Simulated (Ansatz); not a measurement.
Worked example: self-consistent single point of SbP (F-43m, 2 atoms in the cell) in Ansatz (an electronic-structure program).

Computed with PBE (plane waves, PAW; Ansatz).

```yaml
crystal:
  lattice:
    - [0.00000, 3.00631, 3.00631]
    - [3.00631, 0.00000, 3.00631]
    - [3.00631, 3.00631, 0.00000]
  atoms:
    - { symbol: P, position: [0.25000, 0.25000, 0.25000] }
    - { symbol: Sb, position: [0.00000, 0.00000, 0.00000] }
```

Reference input (self-consistent single point, DFT, revPBE, plane waves, default PAW files made with PBE): basis.ecutwfc = 420 eV; kpoints.mp_grid.grid = 7 7 7; hamiltonian.xc = revpbe; hamiltonian.pseudopotentials = {kind: paw} (the program's default PAW files); scf.occupations.method = methfessel_paxton; scf.occupations.width = 0.1 eV. This run's input differs from it in these lines:

Ansatz 0.2 input:
```diff
@@ -14,3 +14,3 @@
 hamiltonian:
-  xc: revpbe
+  xc: pbe
   pseudopotentials: { kind: paw }
```

Output, abridged:

```
SCF iter   1: F=—  HF=-7239.044683 eV  |F-HF|=—  |Δ(HF+E_count)|=         —  Δρ=2.29e-3  dr2=4.25e-3  ethr=1.77e-3  ⟨swp⟩=6.0  Hψ=1755  notcnv=0
all-band conjugate gradients solve this SCF's bands
preconditioner: auto → none
SCF iter   2: F=—  HF=-7239.043313 eV  |F-HF|=—  |Δ(HF+E_count)|=   1.37e-3  S|Δr|=    0.00e0  Δρ=9.71e-4  dr2=6.67e-4  ethr=2.13e-5  ⟨swp⟩=3.0  Hψ=676  notcnv=0
SCF iter   3: F=—  HF=-7239.043258 eV  |F-HF|=—  |Δ(HF+E_count)|=   5.48e-5  S|Δr|=    0.00e0  Δρ=2.39e-4  dr2=2.73e-5  ethr=3.33e-6  ⟨swp⟩=3.0  Hψ=490  notcnv=0
SCF iter   4: F=—  HF=-7239.043268 eV  |F-HF|=—  |Δ(HF+E_count)|=   1.05e-5  S|Δr|=    0.00e0  Δρ=8.09e-5  dr2=2.15e-6  ethr=1.37e-7  ⟨swp⟩=3.0  Hψ=487  notcnv=0
SCF iter   5: F=-7239.043272 eV  HF=-7239.043272 eV  |F-HF|=7.96e-8  |Δ(HF+E_count)|=   3.76e-6  S|Δr|=    0.00e0  Δρ=1.57e-5  dr2=9.15e-8  ethr=5.00e-10  ⟨swp⟩=6.0  Hψ=1745  notcnv=0
SCF 1 converged in 5 iterations: F = -7239.043272 eV  dr2 = 9.15e-8
Stability not checked (fill_not_monotonic)
Free energy (F): -7239.043272 eV
Internal energy: -7239.045406 eV  (E = F + TS)
E sigma→0 (E₀):  -7239.043805 eV
Entropy (-TS):   0.002134 eV (1.067 meV/atom)
Fermi energy:    8.158395 eV
--- Forces (eV/Å), atoms counted from 1 ---
  atom   1  P      0.00000000    -0.00000000     0.00000000
  atom   2  Sb    -0.00000000     0.00000000     0.00000000
--- Stress (GPa, compression-positive) ---
        8.410531       0.000000      -0.000000
        0.000000       8.410531       0.000000
       -0.000000       0.000000       8.410531
  P = ⅓ Tr σ = 8.4105 GPa (84.105 kbar)
  The stress holds the Pulay correction. Without it, at fixed plane waves, as pw.x and ABINIT print it: P = 8.3809 GPa
```

The run converged in 5 iterations. Against the reference run the pressure goes from 9.46 to 8.41 GPa.

The starting cell was generated: these elements placed on a structure prototype, without a prior relaxation; it need not be a known phase or ordering of this composition. With a pressure of about 8 GPa the cell is away from its equilibrium volume at this level. Ansatz's pressure includes its estimate of the finite-basis (Pulay) stress. The run gives no clean gap (levels at the Fermi energy touch, overlap or are partly filled at this smearing), which alone does not show that the compound is a metal.
